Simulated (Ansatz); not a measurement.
Take Ti in the hcp (Mg type) structure (space group P6_3/mmc, No. 194; a = 2.9398 Å, c = 4.6540 Å; relaxed with 0.1 eV smearing) as the base. Axes: x lies along a and z along c of the hexagonal cell.

Computed with PBE (Ansatz, an electronic-structure program, PAW, spin-orbit coupling left out).

Perturbation: biaxial strain +1.00 %, plane normal [001], relaxed out of plane (Cartesian); in-plane vectors clamped, the third vector and the atoms free.

Estimate the effect on the out-of-plane strain.

The out-of-plane strain is -0.79 %.

Stability against distortions was not tested. The final runs are not spin-polarised.
